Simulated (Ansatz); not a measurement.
MoP, pressure series

The parent structure is MoP (space group P-6m2, No. 187; a = 3.2416 Å, c = 3.1941 Å).

Cell and atoms are relaxed at each pressure.

Calculations: DFT with PBE, PAW potentials and a 420 eV plane-wave cutoff in Ansatz (a quantum-chemistry and plane-wave program), without spin-orbit coupling.

| change | density | shortest interatomic distance |
|---|---|---|
| base | 7.25 g/cm³ | 246.0 pm |
| pressure −2 GPa | 7.18 g/cm³ | 246.8 pm |
| pressure −1 GPa | 7.22 g/cm³ | 246.4 pm |
| pressure 0.9 GPa | ? | ? |
| pressure 2.1 GPa | 7.32 g/cm³ | 245.3 pm |
| pressure 4.5 GPa | 7.40 g/cm³ | 244.5 pm |
| pressure 9 GPa | 7.53 g/cm³ | 243.1 pm |
| pressure 15 GPa | 7.71 g/cm³ | 241.4 pm |
| pressure 22.5 GPa | 7.91 g/cm³ | 239.4 pm |
| pressure 30 GPa | 8.09 g/cm³ | 237.7 pm |

Problem. Complete the table.

Solution. 
- pressure 0.9 GPa, density: 7.28 g/cm³
- pressure 0.9 GPa, shortest interatomic distance: 245.7 pm

Load acts through the strain it causes; cell and atoms are relaxed under it. Whether these cells are dynamically stable was not tested. Competing high-pressure phases were not computed. The final runs are not spin-polarised. An odd electron count without spin: MoP.
